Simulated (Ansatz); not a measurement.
Functionals compared on a constructed model of the (111) surface of fcc Cu, a pseudomorphic layer of Pd in the host's stacking (bottom of the slab: a bare face, its two planes held), in Ansatz (plane waves, PAW). The structure was relaxed with PBE; the other rows are single points on it. Cutoff 420 eV (500 eV for r2SCAN).

Slab: 7 atoms, 12.9 Å thick at the start with caps and adatoms (thin: gaps and levels are the slab's own); k 17x17x1, smearing 0.1 eV, dipole-corrected; 2 atoms held, the rest relaxed; symmetry of the start imposed; no spin, no spin-orbit, no U. In PBE it is, or lies within 0.01 eV a 1x1 cell of, the lowest of the 2 structures of its composition computed so far; subsurface sites and larger cells were not tried. These notes are the PBE run's.

| functional | work function of the top face (eV) | rough cost of the single point |
|---|---|---|
| PBE | 5.16 | – |
| RPBE | 4.96 | about 19 core-seconds (a rough figure) |
| r2SCAN | (withheld) | around 30 core-seconds (rough) |

Question: Complete the blanks.

Answer: 
- r2SCAN, work function of the top face (eV): 5.13

Ansatz is a program for electronic structure.
